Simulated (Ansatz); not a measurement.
Consider Sr3BiN in the anti-perovskite structure (space group Pm-3m, No. 221; a = 5.171 Å; a cell from a computed database, its experimental status unchecked). Axes: x, y, z lie along the cube axes.

It is then changed as follows: the cell is stretched by 0.69 % along y with no lateral relaxation; the atoms relax in the strained cell.

Levels (all Ansatz, a first-principles code, PAW): PBEsol (420 eV, spin-orbit coupling left out); r2SCAN (500 eV, scalar-relativistic without spin-orbit coupling); HSE06 (420 eV, no spin-orbit coupling).

At the geometry relaxed with PBEsol, these levels gave the following band gaps, in shuffled order: (a) 0.53 eV, (b) 0.19 eV, (c) 0.89 eV.

### Question
Match each gap to its level.

### Answer
(a) r2SCAN; (b) PBEsol; (c) HSE06.

Single points use the geometry relaxed with PBEsol. Spin-orbit coupling, missing from the scalar runs, can matter with Bi. Stability against distortions was not tested. A zero or small gap of Sr3BiN can be the functional's error rather than a property of the material.
